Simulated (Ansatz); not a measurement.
Defect: O vacancy in monoclinic ZrO2 strained by -1.5 % along x and y, z held, neutral cell. These are PBE, PAW (plane waves to 420 eV; Ansatz, a first-principles code) values and carry that method's errors.

96-site cell at the strained lattice (strain from the relaxed PBE one, atoms relaxed), the Γ point alone, smearing 0.01 eV, spin-restricted, no finite-size correction. No zero-point or tunnelling terms. The charge state is imposed; whether it is stable for some Fermi level was not computed. Forms of the defect that were not tried may lie lower. The start lies 0.077 eV above the lowest site run (PBE).

Barriers: single points on a 2×2×2 k-point mesh shifted by half a step at the bands' geometries (they differ from the bands' own by up to 0.16 eV, and are uncertain by about as much).

The step: a nearby O atom hops onto the vacant site. Atoms about the jump, Cartesian Å from the middle of the jump, before and after:

```
atom     x0     y0     z0     x1     y1     z1
----  -----  -----  -----  -----  -----  -----
O1     1.11   0.22   0.45  -1.11  -0.22  -0.45
Zr2    0.03   1.21  -1.16   0.06   1.25  -1.19
Zr3   -0.39  -0.89   1.47  -0.37  -0.87   1.47
Zr4    2.26  -1.34  -0.77   2.28  -1.33  -0.77
O5     0.70  -2.44   0.22   0.71  -2.40   0.22
O6     1.63   0.15  -2.17   1.64   0.16  -2.13
O7     0.68   2.73   0.22   0.74   2.66   0.23
O8    -1.57   0.59   2.18  -1.59   0.58   2.20
O9    -2.08  -1.96   1.10  -2.08  -2.02   1.11
O10   -0.74   0.51  -3.02  -0.70   0.57  -3.12
```

### Question
Predict the transition state.

### Answer

```json
[
 {"atom": "O1", "x": "0.10", "y": "-0.13", "z": "-0.13"},
 {"atom": "Zr2", "x": "0.05", "y": "1.40", "z": "-1.38"},
 {"atom": "Zr3", "x": "-0.40", "y": "-0.99", "z": "1.59"},
 {"atom": "Zr4", "x": "2.16", "y": "-1.30", "z": "-0.73"},
 {"atom": "O5", "x": "0.68", "y": "-2.57", "z": "0.30"},
 {"atom": "O6", "x": "1.67", "y": "0.21", "z": "-2.23"},
 {"atom": "O7", "x": "0.77", "y": "2.59", "z": "0.24"},
 {"atom": "O8", "x": "-1.62", "y": "0.55", "z": "2.18"},
 {"atom": "O9", "x": "-2.07", "y": "-2.03", "z": "1.01"},
 {"atom": "O10", "x": "-0.80", "y": "0.50", "z": "-3.06"}
]
```
It lies 2.20 eV above the start and 2.27 eV above the end. The saddle point's order was not checked.
